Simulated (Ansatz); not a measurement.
The starting structures come from a database of crystals and need not be the phases stable at ambient conditions.

 Where the default PAW files enter, the runs use the earlier of Ansatz's two default sets.

Inside the gap of an insulator the Bloch states are evanescent, with a wavenumber k + iκ along the transport direction.

Data:

```
MoPbO4
1.0
    5.46313     0.00210     0.00130
    2.72905     6.66394     0.01710
   -0.00038    -2.25186     4.97734
Mo Pb O
2 2 8
Direct
  0.87499   0.25000   0.87500
  0.12501   0.75000   0.12500
  0.37500   0.25001   0.37499
  0.62500   0.74999   0.62501
  0.34401   0.58796   0.27867
  0.65599   0.41204   0.72133
  0.19069   0.08797   0.65600
  0.80931   0.91203   0.34400
  0.72133   0.08797   0.93197
  0.27867   0.91203   0.06803
  0.06803   0.58796   0.80930
  0.93197   0.41204   0.19070
```

Space group of this cell: I4_1/a. The cell was relaxed by PBE-D3(BJ); by r2SCAN its mean pressure is -2.0 GPa.

Transport runs along the normal of the first two printed cell vectors, the (100) plane of the conventional cell.

No gap correction and no spin-orbit coupling; mid-gap values are interpolated between computed energies.

Problem. Give the band gap and the smallest decay constant κ at mid-gap that r2SCAN in Ansatz (an electronic-structure program) yields.

Solution. Gap 3.02 eV on a 6×6×6 mesh; κ = 0.300 1/Å, at (0.000, 0.500) of the in-plane reciprocal vectors. At the zone centre, at the nearest computed energy, the slowest state has κ = 0.41 1/Å.
